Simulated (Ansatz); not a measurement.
```xyz
16
Lattice="18.5000 0.0000 0.0000 0.0000 20.5000 0.0000 0.0000 0.0000 3.9302" Properties=species:S:1:pos:R:3 pbc="T T T"
Si     7.3415     9.5799     0.0000
Si     7.3415    10.9201     1.9651
Si     9.2500     6.8365     1.9651
Si     9.2500     8.1693     0.0000
Si     9.2500    12.3307     1.9651
Si     9.2500    13.6635     0.0000
Si    11.1585     9.5799     0.0000
Si    11.1585    10.9201     1.9651
Cl     5.5948     8.4578     3.9302
Cl     5.5948    12.0422     1.9651
Cl     7.5755     5.6321     1.9651
Cl    10.9245     5.6321     1.9651
Cl     7.5755    14.8679     0.0000
Cl    10.9245    14.8679     0.0000
Cl    12.9052     8.4578     3.9302
Cl    12.9052    12.0422     1.9651
```

Calculation: PBE (plane waves to 420 eV, PAW; Ansatz, a program for electronic structure). Mesh 1×1×8. No spin polarisation. It repeats along c; a and b span vacuum. An idealised model, cut from the bulk lattice. It keeps the symmetry and period of its start, so it need not be a minimum against all distortions.

Tabulate the two highest filled and two lowest empty levels along the axis, from the valence top.


| k (2π/c) | v2 (eV) | v1 (eV) | c1 (eV) | c2 (eV) |
|---|---|---|---|---|
| 0.000 | -0.46 | 0.00 | 1.42 | 1.64 |
| 0.042 | -0.54 | -0.10 | 1.54 | 1.74 |
| 0.083 | -0.73 | -0.34 | 1.88 | 1.95 |
| 0.125 | -0.96 | -0.65 | 2.14 | 2.35 |
| 0.167 | -1.12 | -0.97 | 2.24 | 2.73 |
| 0.208 | -1.14 | -1.11 | 2.25 | 2.77 |
| 0.250 | -1.13 | -1.11 | 2.20 | 2.76 |
| 0.292 | -1.13 | -1.12 | 2.10 | 2.69 |
| 0.333 | -1.14 | -1.13 | 2.00 | 2.51 |
| 0.375 | -1.17 | -1.14 | 1.92 | 2.31 |
| 0.417 | -1.21 | -1.17 | 1.88 | 2.15 |
| 0.458 | -1.27 | -1.20 | 1.88 | 2.01 |
| 0.500 | -1.23 | -1.23 | 1.92 | 1.92 |
